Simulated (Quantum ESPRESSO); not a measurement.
A zone-centre phonon calculation of ZnPt3 (Pm-3m, 4 atoms in the cell) with Quantum ESPRESSO.

Level of theory: LDA (PZ), GBRV 1.5 ultrasoft (LDA) pseudopotentials (plane waves; Quantum ESPRESSO).

```yaml
crystal:
  lattice:
    - [3.98939, 0.00000, 0.00000]
    - [0.00000, 3.98939, 0.00000]
    - [0.00000, 0.00000, 3.98939]
  atoms:
    - { symbol: Zn, position: [0.00000, 0.00000, 0.00000] }
    - { symbol: Pt, position: [0.50000, 0.50000, 0.00000] }
    - { symbol: Pt, position: [0.00000, 0.50000, 0.50000] }
    - { symbol: Pt, position: [0.50000, 0.00000, 0.50000] }
```

Reference input (self-consistent single point, DFT, LDA (PZ), plane waves, GBRV 1.5 ultrasoft (LDA) pseudopotentials): ecutwfc = 50 Ry; ecutrho = 400 Ry; occupations = smearing; smearing = cold; degauss = 0.0147 Ry; potentials = {Zn: zn_lda_v1.uspp.F.UPF, Pt: pt_lda_v1.4.uspp.F.UPF}; K_POINTS = automatic 8 8 8 0 0 0; conv_thr = 1e-10 Ry; mixing_beta = 0.5. This run's input differs from it in these lines:

```diff
@@ -32,3 +32,3 @@
 K_POINTS {automatic}
-8 8 8  0 0 0
+5 5 5  0 0 0
```

Step 2 (ph.x):

```fortran
phonons at the zone centre
&INPUTPH
 prefix = 'pwscf',
 outdir = './tmp',
 tr2_ph = 1.0d-14,
 fildyn = 'dyn.G',
/
0.0 0.0 0.0
```

Step 3 (dynmat.x):

```fortran
&INPUT
 fildyn = 'dyn.G',
 asr = 'simple',
/
```

Log, with long lists cut:

Output of step 1:

```
     Self-consistent Calculation

     iteration #  1     ecut=    50.00 Ry     beta= 0.50

     negative rho (up, down):  5.334E-01 0.000E+00

     total energy              =   -1091.54047728 Ry
     estimated scf accuracy    <       5.03718898 Ry

     iteration #  2     ecut=    50.00 Ry     beta= 0.50

     negative rho (up, down):  5.322E-01 0.000E+00

     total energy              =   -1093.35958554 Ry
     estimated scf accuracy    <       2.65368622 Ry

     iteration #  3     ecut=    50.00 Ry     beta= 0.50

     negative rho (up, down):  5.333E-01 0.000E+00

     total energy              =   -1093.69573349 Ry
     estimated scf accuracy    <       0.11713193 Ry

   [... 8 blocks of this kind left out ...]

     iteration # 12     ecut=    50.00 Ry     beta= 0.50

     negative rho (up, down):  5.301E-01 0.000E+00

     total energy              =   -1093.71438272 Ry
     estimated scf accuracy    <          3.0E-10 Ry

     iteration # 13     ecut=    50.00 Ry     beta= 0.50

     negative rho (up, down):  5.301E-01 0.000E+00
     End of self-consistent calculation

     the Fermi energy is    18.2505 ev

!    total energy              =   -1093.71438272 Ry
     estimated scf accuracy    <          2.0E-12 Ry
     smearing contrib. (-TS)   =      -0.00044617 Ry
     internal energy E=F+TS    =   -1093.71393655 Ry

     convergence has been achieved in  13 iterations

     negative rho (up, down):  5.301E-01 0.000E+00

     Forces acting on atoms (cartesian axes, Ry/au):

     atom    1 type  1   force =     0.00000000    0.00000000    0.00000000
   [... zero for the other atoms too ...]

     Total force =     0.000000     Total SCF correction =     0.000000

     negative rho (up, down):  5.301E-01 0.000E+00
          total   stress  (Ry/bohr**3)                   (kbar)     P=     -218.34
  -0.00148422   0.00000000   0.00000000         -218.34        0.00        0.00
   0.00000000  -0.00148422   0.00000000            0.00     -218.34        0.00
   0.00000000   0.00000000  -0.00148422            0.00        0.00     -218.34

   JOB DONE.
```

Output of step 2:

```
     Reading xml data from directory:

     ./tmp/pwscf.save/

     G-vector sticks info
     --------------------
     sticks:   dense  smooth     PW     G-vecs:    dense   smooth      PW
     Sum        1789     885    261                57747    20341    3239

     negative rho (up, down):  5.301E-01 0.000E+00
     Reading collected, re-writing distributed wavefunctions in ./tmp/

     Number and degeneracy of irreps per q-point
       N         xq(1)         xq(2)         xq(3)   N irreps
       1   0.000000000   0.000000000   0.000000000       4
        3   3   3   3

     Calculation of q =    0.0000000   0.0000000   0.0000000

     phonons at the zone centre

     bravais-lattice index     =            1
     lattice parameter (alat)  =       7.5388  a.u.
   [... lines left out ...]
                                                       1.300   1.300

     Mode symmetry, O_h (m-3m)  point group:

     Atomic displacements:
     There are    4 irreducible representations

     Representation     1      3 modes -  To be done

     Representation     2      3 modes -  To be done

     Representation     3      3 modes -  To be done

     Representation     4      3 modes -  To be done

     Alpha used in Ewald sum =   2.8000

     negative rho (up, down):  5.301E-01 0.000E+00
     Representation #   1 modes #   1   2   3

     Self-consistent Calculation

      iter #   1   av.it.:  11.0
      thresh= 1.000E-02 alpha_mix =  0.700 |ddv_scf|^2 =  4.571E-06

      iter #   2   av.it.:  18.9
      thresh= 2.138E-04 alpha_mix =  0.700 |ddv_scf|^2 =  4.445E-06

   [... 3 blocks of this kind left out ...]

      iter #   6   av.it.:  19.4
      thresh= 5.925E-08 alpha_mix =  0.700 |ddv_scf|^2 =  4.841E-15
     End of self-consistent calculation

     Convergence has been achieved

     Representation #   2 modes #   4   5   6

   [... 2 blocks of this kind left out ...]

     Self-consistent Calculation

      iter #   1   av.it.:  10.8
      thresh= 1.000E-02 alpha_mix =  0.700 |ddv_scf|^2 =  1.174E-06

      iter #   2   av.it.:  19.2
      thresh= 1.083E-04 alpha_mix =  0.700 |ddv_scf|^2 =  1.980E-07

   [... 2 blocks of this kind left out ...]

      iter #   5   av.it.:  19.9
      thresh= 8.742E-08 alpha_mix =  0.700 |ddv_scf|^2 =  8.894E-15

     End of self-consistent calculation

     Convergence has been achieved

     Number of q in the star =    1
     List of q in the star:
          1   0.000000000   0.000000000   0.000000000

     Diagonalizing the dynamical matrix

     q = (    0.000000000   0.000000000   0.000000000 )

   [... lines left out ...]
     freq (   11) =       4.437840 [THz] =     148.030424 [cm-1]
     freq (   12) =       4.437840 [THz] =     148.030424 [cm-1]
 **************************************************************************

     Mode symmetry, O_h (m-3m)  point group:

     freq (   1-   3) =        -11.4  [cm-1]   --> T_1u G_15  G_4- I
     freq (   4-   6) =         72.1  [cm-1]   --> T_2u G_25  G_5-
     freq (   7-   9) =         92.5  [cm-1]   --> T_1u G_15  G_4- I
     freq (  10-  12) =        148.0  [cm-1]   --> T_1u G_15  G_4- I
   JOB DONE.
```

Output of step 3:

```
     diagonalizing the dynamical matrix ...

 q =      0.00000000     0.00000000     0.00000000
 **************************************************************************
     freq (    1) =      -0.000000 [THz] =      -0.000003 [cm-1]
 (  0.139420   0.000000    -0.479717   0.000000     0.020822   0.000000   )
 (  0.139420   0.000000    -0.479717   0.000000     0.020822   0.000000   )
 (  0.139420   0.000000    -0.479717   0.000000     0.020822   0.000000   )
 (  0.139420   0.000000    -0.479717   0.000000     0.020822   0.000000   )
     freq (    2) =      -0.000000 [THz] =      -0.000002 [cm-1]
 (  0.480100  -0.000000     0.138903  -0.000000    -0.014481   0.000000   )
 (  0.480100  -0.000000     0.138903  -0.000000    -0.014481   0.000000   )
   [... lines left out ...]
 (  0.393275   0.000000     0.000375   0.000000     0.000000   0.000000   )
     freq (   12) =       4.451837 [THz] =     148.497296 [cm-1]
 ( -0.000371   0.000000    -0.584690   0.000000     0.000000   0.000000   )
 (  0.000249   0.000000     0.393275   0.000000    -0.000000   0.000000   )
 ( -0.000375   0.000000     0.393275   0.000000    -0.000000   0.000000   )
 (  0.000249   0.000000    -0.590598   0.000000    -0.000000   0.000000   )
 **************************************************************************
```

The run converged in 13 iterations. 

Summary of the result:
- Free energy E − TS: -14880.7423 eV
- Fermi level (on the code's own zero): 18.25 eV
- Pressure: -21.83 GPa
- Zone-centre frequencies (cm⁻¹; negative means imaginary): 0, 0, 0, 73, 73, 73, 93, 93, 93, 148, 148, 148

The starting cell comes from a database of computed structures (which also holds hypothetical and non-ambient phases and stackings), without a prior relaxation at this level. Its lattice was rescaled by a random factor within 2.5 % of one. Spin polarisation is off. With a pressure of about -22 GPa the cell is away from its equilibrium volume at this level.
